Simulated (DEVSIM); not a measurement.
Device: Schottky contact on n-type Si, at 300 K.

Layer 1 from the left is Si, thickness (μm) 1.40, Nd (cm⁻³) 8.6e16, τn (s) 3.4e-6, τp (s) 3.4e-6.

Left contact: Schottky, work function 4.46 eV, emission velocity 1.1e7 cm/s. Right contact: ohmic. Voltage is applied to the left contact. Recombination: SRH at mid-gap. Mobility is μmin + (μ − μmin)/(1 + (N/Nref)^α).

Constants are typed, rounded textbook-type inputs, not results; the design itself was drawn at random and stands for no fabricated device. Values at 300 K.

Si: gap (eV) 1.124, affinity (eV) 4.05, permittivity 11.7, Nc (cm⁻³) 2.86e19, Nv (cm⁻³) 3.1e19, μn (cm²/Vs) 1417, μp (cm²/Vs) 470, μn,min 52, μp,min 45, Nref,n 9.7e16, Nref,p 2.2e17, αn 0.68, αp 0.72.

### Question
Estimate by hand the built-in potential, the peak field at zero bias, the capacitance at -0.75 V, and compare with a numerical solution.

### Answer

- Built-in potential: barrier φB = 0.410 eV; Vbi = φB − kT/q ln(N_band/N) = 0.260 V; numerical 0.260 V.
- Peak field at zero bias: depletion approximation: W = √(2εVbi/(qN)) = 0.0625 μm with N = 8.60e16 cm⁻³; field = 2Vbi/W = 83100 V/cm; numerical 78200 V/cm (estimate above by 6.3 %).
- Capacitance at -0.75 V: C = √(qεN / 2(Vbi + |V|)) = 84.1 nF/cm²; numerical 85.2 nF/cm² (estimate below by 1.3 %).

Simulated with DEVSIM: 1D drift-diffusion, Boltzmann statistics, complete ionisation; no tunnelling, impact ionisation, image-force lowering or self-heating. Metal contacts follow the ideal Schottky-Mott rule: no Fermi-level pinning, no interface dipoles.
